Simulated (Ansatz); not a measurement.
**Several settings converged on Tl2Pd (C2/c, 6 atoms in the cell)**

```xyz
6
Lattice="4.4362 -3.3931 0.0000 4.4362 3.3931 0.0000 -3.7445 0.0000 4.4383" Properties=species:S:1:pos:R:3 pbc="T T T"
Tl     5.2866     1.1271     0.7387
Tl    -0.1585    -1.1271     3.6996
Tl     1.7137     1.1271     1.4804
Tl     3.4143    -1.1271     2.9579
Pd     3.5001     3.3877     1.1096
Pd     1.6279    -3.3877     3.3287
```

Base method: LDA (PW92), default PAW files made with PBE (plane waves; Ansatz, a quantum-chemistry and plane-wave program).

Base settings: basis.ecutwfc = 30.9 Ry; kpoints.mp_grid.grid = 4 4 5; hamiltonian.xc = lda; hamiltonian.pseudopotentials = {kind: paw} (the program's default PAW files); scf.occupations.method = fermi_dirac; scf.occupations.width = 0.0073 Ry.

Core times come from one kind of shared machine, to one figure; runs under 30 s give none.

**Zone-centre phonons against the cutoff**

In this ladder: phonons.method = dfpt.

The mesh stays at the base's, so the ladder's end is converged at best in this setting alone.

Frequencies are those of the unrelaxed cell, without the LO-TO term of polar crystals.

Only quantities that move along the ladder and can be compared are tabulated.

| basis.ecutwfc | highest zone-centre frequency (cm⁻¹) | lowest optical frequency (cm⁻¹) | core time / last (rough) |
|---|---|---|---|
| 15.4 Ry | 74.7 | -14.3 | 0.2 |
| 18.4 Ry | 184.4 | 51.0 | 0.3 |
| 21.7 Ry | 146.0 | 51.0 | 0.4 |
| 30.9 Ry | 145.3 | 49.6 | 0.6 |
| 46.3 Ry | 145.2 | 49.6 | 1 |

Coarsest basis.ecutwfc that holds the highest zone-centre frequency within 2 cm⁻¹ of the last step, with all finer ones: 21.7 Ry, at about 0.4 of the last step's time; the step before is off by 39 cm⁻¹.

Coarsest basis.ecutwfc that holds the lowest optical frequency within 10 cm⁻¹ of the last step, with all finer ones: 18.4 Ry, at about 0.3 of the last step's time; the step before is off by 64 cm⁻¹.

**The force threshold of a relaxation**

On Tl₂Pd (P1, 6 atoms in the cell): one atom moved by 0.15 angstrom.

In this ladder: relax = atoms.

The mesh stays at the base's, so the ladder's end is converged at best in this setting alone.

Only quantities that move along the ladder and can be compared are tabulated.

| relax.f_tol | free energy less the last step's (meV/atom) | largest force left (eV/Å) | relaxation steps | core time / last (rough) |
|---|---|---|---|---|
| 0.2 eV/Å | 0.56 | 0.1155 | 2 | 0.4 |
| 0.05 eV/Å | 0.08 | 0.0255 | 3 | 0.6 |
| 0.02 eV/Å | 0.00 | 0.0043 | 4 | 0.8 |
| 0.001 eV/Å | 0.00 | 0.0002 | 5 | 1 |

Coarsest relax.f_tol that holds the largest force left within 0.01 eV/Å of the last step, with all finer ones: 0.02 eV/Å; the step before is off by 0.025 eV/Å.

Coarsest relax.f_tol that holds the free energy within 0.1 meV/atom of the last step, with all finer ones: 0.05 eV/Å; the step before is off by 0.56 meV/atom.

On the base run: the starting cell comes from a database of computed structures (which also holds hypothetical and non-ambient phases and stackings), without a prior relaxation at this level. Its lattice was rescaled by up to half a per cent. Spin polarisation is off. In the base run, with a pressure of about -5 GPa the cell is away from its equilibrium volume at this level.

Keys are those of Ansatz 0.2.
